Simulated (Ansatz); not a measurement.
Ansatz (an electronic-structure program), DFT, PBE, plane waves, its default PAW files: fcc Cu, atoms displaced, 4 atoms. Basis and mesh were picked for this test and aren't claimed converged.

- cell = 3.62, 3.62, 3.62 Å; 90, 90, 90°
- distance to the nearest atom = 2.51 to 2.53 Å
- task = single point
- k mesh = 10×10×10
- hamiltonian.xc = pbe
- kind of files = paw
- scf.occupations.method = fermi_dirac
- scf.occupations.width = 0.1 eV
- output.forces = true
- memory maximum (--max-ram) = 200GiB
- accuracy = medium (default)
- basis.precision = auto (default)
- basis.xc_grid = 2 (default)
- scf.eigensolver.kind = auto (default)
- scf.mixing.algorithm = auto (default)
- scf.mixing.preconditioner = auto (default)
- scf.convergence.dr2_threshold = 1e-07 (default)
- scf.lower_state_search = light (default)
- k-points after symmetry = 504
- bands at the start = 43
- electrons = 76
- plane waves at Γ = 925
- cutoff (eV) = 420
- FFT grid = 25×25×25
- symmetry operations = 1

Machine: one whole node, Arm Neoverse V2, 96 cores on 1 socket, no SMT, 1 L3 cache group; 94 cores' worth of CPU time may be used.

Wall times, medians of two to five repeats, each run alone on the node (launch to exit). Processes are pinned to neighbouring cores unless said otherwise. The times hold for this build (release build for Arm (Neoverse V2), one process with threads). Scratch files lie in a memory file system.

All on 88 threads. Base settings, kept where nothing else is said: --projector-tables auto (default), --kpoint-pools auto (default), --slots auto (default). The candidates, on 88 cores each, agree within 1.0 meV/atom in energy, 10 meV/Å in forces (largest component):
A. --projector-tables rebuilt
B. --kpoint-pools 1, --slots 12
C. --kpoint-pools 1, --slots 24
D. the base settings

Problem. Which choice gives the shortest wall time?

Solution. A and D, at 1.5 s to 1.6 s, level within 8 % or the scatter of repeats. At the other end B takes 1.8× as long.

| candidate | wall time | repeats | SCF iterations (all cycles of the run, searches included) |
|---|---|---|---|
| A | 1.5 s | 3 runs within 2 % | 6 |
| D | 1.6 s | 3 runs within 2 % | 6 |
| C | 1.9 s | 3 runs within 2 % | 6 |
| B | 2.8 s | 3 runs within 3 % | 6 |

From the slowest to the fastest: The largest move is in band solves (diag): 1.9 s to 0.87 s. The band solves carry the change: the iterations make 284791 against 284791 applications of H to a band, at 0.0066 against 0.003 ms of diag time each. As resolved by the program: eigensolver slots 12 against 88.

Keys are those of Ansatz 0.2.
